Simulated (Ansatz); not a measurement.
## SrCl2: stress against strain

SrCl2 (fluorite, Fm-3m, 27.469 Å³/atom at rest) under an equal strain ε in the (001) plane with the normal axis free, as in a coherent film. PBEsol in Ansatz, a plane-wave DFT program (PAW, default set), 420 eV, 8×8×8 Γ-centred mesh, Fermi-Dirac smearing 0.05 eV; ions are relaxed within the symmetry of each cell. Stress is positive for a compressed cell.

Here s stands for strain and y for stress xx.

| strain (%) | stress xx (GPa) |
|---|---|
| -1.50 | 1.29 |
| -1.00 | 0.85 |
| -0.50 | 0.42 |
| 0.00 | 0.00 |
| 0.50 | -0.40 |
| 1.00 | -0.80 |
| 1.50 | -1.17 |
| 3.00 | ? |

### Question
Fit y against s with a straight line, and predict the withheld value at s = 3.00.

### Answer
Means: s 0, y 0.027. About the means, the sum of products is -5.7500 and the sum of squares of s is 7.0000; the slope is their ratio. Least squares gives y = 0.027 - 0.8214·s. Residuals (row less fit): 0.031, 0.002, -0.018, -0.027, -0.016, -0.006, 0.035; standard error 0.027 (degrees of freedom: 5). The slope gives the biaxial elastic modulus of this plane = 82 ± 1.0 GPa. At the withheld row, y = 0.027 - 0.8214 × 3.0 = -2.437 GPa. The calculation gives -2.24 GPa, 0.197 GPa above the prediction (5.6 % of the range of y in the table). The row lies outside the fitted rows, so this is an extrapolation. From the scatter of the fitted rows alone, a prediction at this place has a standard error of 0.041 GPa, so the miss is 4.8 times that.

One order more, fitted to all 13 runs of the series, follows each within 0.01, so the miss is the next term of a smooth law. Rows are the converged runs of the series near zero and its far end; series whose fitted rows scatter by over a few per cent of the range, as at a crossing or softening among them, aren't shown in this form. Most that stay on the fit to the last digits aren't either.
